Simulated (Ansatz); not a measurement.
The reference is TiS2 in the CdI2 type structure (space group P-3m1, No. 164; a = 3.359 Å, c = 5.520 Å; layered, stacked along the Cartesian z axis; relaxed with 0.1 eV smearing). Axes: x lies along a and z along c of the hexagonal cell.

The values are results of PBE-D3(BJ) (Ansatz, a quantum-chemistry and plane-wave program; PAW; 420 eV plane waves; without spin-orbit coupling), not measurements.

Before the change:

| Quantity | Value |
|---|---|
| Pressure | 0.0 GPa |
| Volume per atom | 17.98 Å³ |
| Band gap | zero |

Perturbation: compressive biaxial strain of 4.68 % in the plane normal to [001], as in epitaxy on a mismatched substrate; the out-of-plane cell vector and the atoms relax.

### Question
Predict the new pressure, volume per atom and band gap.

### Answer
The pressure (mean of the normal stresses, compression positive) goes from zero to 6.0 GPa; the volume per atom falls by 1.277 Å³, from 17.98 Å³ to 16.71 Å³; the band gap stays zero.

Whether these cells are dynamically stable was not tested. All final runs are without spin polarisation. The zero or small gap of TiS2 can change with the level of theory.
